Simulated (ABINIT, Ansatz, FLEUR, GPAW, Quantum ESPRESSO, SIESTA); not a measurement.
## One structure in several programs: BaZrO₃ (Pm-3m, 5 atoms in the cell)

Self-consistent single point.

```
BaZrO3
1.0
    4.19000     0.00000     0.00000
    0.00000     4.19000     0.00000
    0.00000     0.00000     4.19000
Ba Zr O
1 1 3
Direct
  0.00000   0.00000   0.00000
  0.50000   0.50000   0.50000
  0.50000   0.00000   0.50000
  0.00000   0.50000   0.50000
  0.50000   0.50000   0.00000
```

Shared settings, as Ansatz (an electronic-structure program) writes them: kpoints.mp_grid.grid = 2 2 2; scf.occupations.method = fermi_dirac; scf.occupations.width = 0.02 eV. Potentials and cutoffs stand in the table.

```
code                                                                                                                                model  pressure (GPa)  gap on the mesh (eV)           cutoff
----------------  -----------------------------------------------------------------------------------------------------------------------  --------------  --------------------  ---------------
ABINIT                                                           PBE, norm-conserving pseudopotentials (PseudoDojo nc-sr-05 PBE standard)            5.62                 3.046            42 Ha
GPAW                                                                                         PBE, GPAW PAW datasets PBE (gpaw-data 1.0.1)               –                 3.000           900 eV
FLEUR                                                                        PBE, all-electron FLAPW (FLEUR), scalar-relativistic valence               –                 3.054  Kmax 4.6 1/bohr
Quantum ESPRESSO                                                                                PBE, PSlibrary PAW (PBE) pseudopotentials            6.37                 3.003            55 Ry
SIESTA            GGA PBE, numerical atomic orbitals DZP, PseudoDojo PBE standard norm-conserving potentials (rewritten from UPF to PSML)            8.03                 2.919      grid 300 Ry
Ansatz                                                                                                             PBE, default PAW files            5.46                 3.040           420 eV
```

A dash marks a value that a program does not give, or that is left out as unsure.

Gaps are read on the mesh.

The spread over the programs that give each value: pressure within 2.57 GPa; gap on the mesh within 0.135 eV.

SIESTA uses small atom-centred bases, whose incompleteness enters pressures, forces and empty levels differently from a plane-wave cutoff. FLEUR treats all electrons, but the usual bases taken here (sphere radii, linearisation, local orbitals, empty states) were not tested for convergence, so the values are no reference for the others. Ansatz's pressure is given at a fixed set of plane waves, as the other plane-wave codes print theirs; with its correction for the finite basis it is 5.94 GPa (the shift of 0.48 GPa shows how far the cutoff is from converged). The pressure of GPAW is left out: its cutoff lies under the one at which its stress was checked. In the pressure, SIESTA (by 2.41) lies more than 1 GPa from the median of the plane-wave programs.

On the base mesh (8 8 8) the same programs gave: Ansatz pressure 3.72 GPa, gap on the mesh 3.243 eV; Quantum ESPRESSO pressure 4.58 GPa, gap on the mesh 3.208 eV; ABINIT pressure 3.91 GPa, gap on the mesh 3.248 eV; GPAW gap on the mesh 3.205 eV; FLEUR gap on the mesh 3.262 eV; SIESTA pressure 7.21 GPa, gap on the mesh 3.189 eV.

The values differ from the base mesh's, so the mesh still matters here: the table compares the programs at equal settings.

The starting cell has typed, rounded lattice constants, without a prior relaxation at this level.

Left out of this page: CP2K (on another mesh).

Keys are those of Ansatz 0.2.
